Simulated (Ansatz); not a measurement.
We look at the energy of the reaction as written. Reaction: cell B + 2 Ag (fcc) → cell A. The sign is products less reactants.

Cell A: a slab of Ag (fcc, Fm-3m) cut along (110), 31 atoms, rectangular cell of 8.30 × 5.87 Å (48.7 Å²), symmetry Pmm2 within 0.02 Å, 11.0 Å thick under 16 Å of vacuum, in-plane vectors held at the crystal's; planes from bottom to top: Ag4 × 7 | Ag2 | K, its two faces unlike (dipole correction applied); 2 Ag missing from the crystal's sites; added, foreign or displaced atoms, above the top plane: K bound to 2 Ag at 3.22 Å; spin state with PBE: run without spin, k-point mesh 5×6×1.
```xyz
31
Lattice="8.2957 0.0000 0.0000 0.0000 5.8660 0.0000 0.0000 0.0000 27.1781" Properties=species:S:1:pos:R:3 pbc="T T T"
Ag     2.0778     1.4665     8.0970
Ag     6.2179     1.4665     8.0970
Ag     2.0731     4.3995     8.0910
Ag     6.2226     4.3995     8.0910
Ag     0.0000     0.0014     9.4309
Ag     4.1479     0.0000     9.4304
Ag     0.0000     2.9316     9.4309
Ag     4.1479     2.9330     9.4304
Ag     2.0710     1.4665    10.9638
Ag     6.2247     1.4665    10.9638
Ag     2.0694     4.3995    10.9510
Ag     6.2263     4.3995    10.9510
Ag     0.0000     0.0047    12.3916
Ag     4.1479     0.0006    12.3913
Ag     0.0000     2.9283    12.3916
Ag     4.1479     2.9324    12.3913
Ag     2.1227     1.4665    13.8882
Ag     6.1731     1.4665    13.8882
Ag     2.1043     4.3995    13.8448
Ag     6.1914     4.3995    13.8448
Ag     0.0000     0.0288    15.2493
Ag     4.1479    -0.0099    15.4486
Ag     0.0000     2.9042    15.2493
Ag     4.1479     2.9429    15.4486
Ag     2.1088     1.4665    16.8516
Ag     6.1869     1.4665    16.8516
Ag     1.9855     4.3995    16.7088
Ag     6.3102     4.3995    16.7088
Ag     0.0000     0.0050    18.1604
Ag     0.0000     2.9280    18.1604
K      4.1479     4.3995    19.0968
```

Cell B: a slab of Ag (fcc, Fm-3m) cut along (110), 29 atoms, rectangular cell of 8.30 × 5.87 Å (48.7 Å²), symmetry Pmm2 within 0.02 Å, 10.8 Å thick under 16 Å of vacuum, in-plane vectors held at the crystal's; planes from bottom to top: Ag4 × 7 | K, its two faces unlike (dipole correction applied); added, foreign or displaced atoms, above the top plane: K bound to 5 Ag at 3.40–3.51 Å; spin state with PBE: run without spin, k-point mesh 5×6×1.
```yaml
crystal:
  lattice:
    - [8.29571, 0.00000, 0.00000]
    - [0.00000, 5.86595, 0.00000]
    - [0.00000, 0.00000, 27.23288]
  atoms:
    - { symbol: Ag, position: [0.99982, 0.99996, 0.29741] }
    - { symbol: Ag, position: [0.50018, 0.99996, 0.29741] }
    - { symbol: Ag, position: [0.99982, 0.50004, 0.29741] }
    - { symbol: Ag, position: [0.50018, 0.50004, 0.29741] }
    - { symbol: Ag, position: [0.25000, 0.25000, 0.34690] }
    - { symbol: Ag, position: [0.75000, 0.25000, 0.34675] }
    - { symbol: Ag, position: [0.25000, 0.75000, 0.34700] }
    - { symbol: Ag, position: [0.75000, 0.75000, 0.34670] }
    - { symbol: Ag, position: [0.00023, 0.99995, 0.40240] }
    - { symbol: Ag, position: [0.49977, 0.99995, 0.40240] }
    - { symbol: Ag, position: [0.00023, 0.50005, 0.40240] }
    - { symbol: Ag, position: [0.49977, 0.50005, 0.40240] }
    - { symbol: Ag, position: [0.25000, 0.25000, 0.45578] }
    - { symbol: Ag, position: [0.75000, 0.25000, 0.45556] }
    - { symbol: Ag, position: [0.25000, 0.75000, 0.45617] }
    - { symbol: Ag, position: [0.75000, 0.75000, 0.45537] }
    - { symbol: Ag, position: [0.00248, 0.99986, 0.50869] }
    - { symbol: Ag, position: [0.49752, 0.99986, 0.50869] }
    - { symbol: Ag, position: [0.00248, 0.50014, 0.50869] }
    - { symbol: Ag, position: [0.49752, 0.50014, 0.50869] }
    - { symbol: Ag, position: [0.25000, 0.25000, 0.56597] }
    - { symbol: Ag, position: [0.75000, 0.25000, 0.56272] }
    - { symbol: Ag, position: [0.25000, 0.75000, 0.56764] }
    - { symbol: Ag, position: [0.75000, 0.75000, 0.56223] }
    - { symbol: Ag, position: [0.99182, 0.99886, 0.61429] }
    - { symbol: Ag, position: [0.50818, 0.99886, 0.61429] }
    - { symbol: Ag, position: [0.99182, 0.50114, 0.61429] }
    - { symbol: Ag, position: [0.50818, 0.50114, 0.61429] }
    - { symbol: K, position: [0.25000, 0.25000, 0.69503] }
```

Reference: Ag (fcc, Fm-3m), 4 atoms in the cell, the relaxed perfect crystal repeated, atoms not moved again, k-point mesh 5×6×24 on the run's own vectors.

Computed with Ansatz (plane waves, PAW), its default PAW set, cutoff 420 eV, 500 eV for r2SCAN. The structures are at rest with PBE, within the held lattices; other levels are single points on them. Neutral cells; Fermi-Dirac smearing of at most 0.10 eV in the solids, energies taken to zero width. The lattices are those relaxed with PBE, so at other levels the solids can be strained, which adds to the spread. Larger cells are relaxed from a start prepared with the learned potential CHGNet, on a coarser mesh till forces fall under 0.03 eV/Å, which some starts already meet. A dispersion term (D3(BJ), or D4 for r2SCAN) was computed beside these levels and is taken off wherever the name lacks it. The PAW files were made for PBE and serve at the other functionals too. Space groups of crystals are read within 0.01 Å. Static lattices, no vibrational contributions. Cells are local rest points, mostly with their start's symmetry. Values are for these cell sizes. Cell A has symmetry Pmm2 within 0.02 Å and got no random move, so less symmetric positions, which may lie lower, weren't tried. Cell B has symmetry Pmm2 within 0.02 Å and got no random move, so less symmetric positions, which may lie lower, weren't tried.

Question: Give the value at the level r2SCAN.

Answer: -0.26 eV, for cell B + 2 Ag (fcc) → cell A.

Question: What do the other levels give, and how wide is the spread?

Answer: 
| Method | value (eV) | less r2SCAN |
|---|---|---|
| PBE | -0.24 | 0.02 |

The levels shown span only 0.02 eV, too little to tell them apart.

Ansatz is a quantum-chemistry and plane-wave program.
